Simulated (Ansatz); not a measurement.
TaC, pressure series

Start from TaC in the rock salt structure (space group Fm-3m, No. 225; a = 4.440 Å).

Cell and atoms are relaxed at each pressure.

All numbers come from PBEsol (Ansatz, a quantum-chemistry and plane-wave program, PAW, no spin-orbit coupling).

```json
[
 {"P (GPa)": "-2.00", "V (Å³/atom)": "11.006"},
 {"P (GPa)": "-1.00", "V (Å³/atom)": "10.973"},
 {"P (GPa)": "0.89", "V (Å³/atom)": "10.913"},
 {"P (GPa)": "2.09", "V (Å³/atom)": "10.876"},
 {"P (GPa)": "4.50", "V (Å³/atom)": "10.803"},
 {"P (GPa)": "9.00", "V (Å³/atom)": "10.673"},
 {"P (GPa)": "15.00", "V (Å³/atom)": "10.511"},
 {"P (GPa)": "22.50", "V (Å³/atom)": "10.325"},
 {"P (GPa)": "30.00", "V (Å³/atom)": "10.154"}
]
```

Q: Fit a third-order Birch–Murnaghan equation of state.

A: Least squares on P(V) = (3B₀/2)[(V₀/V)^(7/3) − (V₀/V)^(5/3)]·[1 + (3/4)(B₀′ − 4)((V₀/V)^(2/3) − 1)] gives V₀ = 10.94 Å³/atom, B₀ = 344 GPa and B₀′ = 4.1.

Load acts through the strain it causes; cell and atoms are relaxed under it. No phonon test of stability was made. Competing high-pressure phases were not computed. The final runs are not spin-polarised. An odd electron count without spin: TaC.
